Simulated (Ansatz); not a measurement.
## ZrSiO (P4/nmm, No. 129, 6 atoms in the cell; start mp-7915): properties by level of theory

| level (code) | lattice parameter a (Å) | c axis length (Å) | bulk modulus (GPa) | cohesive energy (eV/atom) |
|---|---|---|---|---|
| LDA (Ansatz) | ___ | 7.215 | 197 | ___ |
| PBE (Ansatz) | ___ | ___ | ___ | 6.41 |
| PBEsol (Ansatz) | ___ | 7.258 | 186 | 6.93 |
| r²SCAN (Ansatz) | ___ | ___ | 184 | 6.34 |

**Question.** Fill in the missing entries.

**Answer.** 
- LDA (Ansatz, a first-principles code), lattice parameter a (Å): 3.251
- LDA (Ansatz), cohesive energy (eV/atom): 7.56
- PBE (Ansatz), lattice parameter a (Å): 3.313
- PBE (Ansatz), c axis length (Å): 7.323
- PBE (Ansatz), bulk modulus (GPa): 172
- PBEsol (Ansatz), lattice parameter a (Å): 3.278
- r²SCAN (Ansatz), lattice parameter a (Å): 3.298
- r²SCAN (Ansatz), c axis length (Å): 7.301

Caveats: the bulk modulus is −V dP/dV from two relaxed cells at ±2 % in volume (LDA, PBE, PBEsol, r²SCAN); the relaxation could not lower the start's symmetry, so the cell can be a saddle point above a distorted one (LDA, PBE, PBEsol, r²SCAN). Ansatz's density-functional and Hartree–Fock values are scalar-relativistic unless marked +SOC, with PAW data made under PBE.

Free atoms are spin-polarised, in the lowest state found; at levels without +SOC their spin–orbit coupling is left out.

The computed numbers hold no vibrational or temperature effects.

A start named mp-… is a Materials Project structure, which need not be a measured phase.
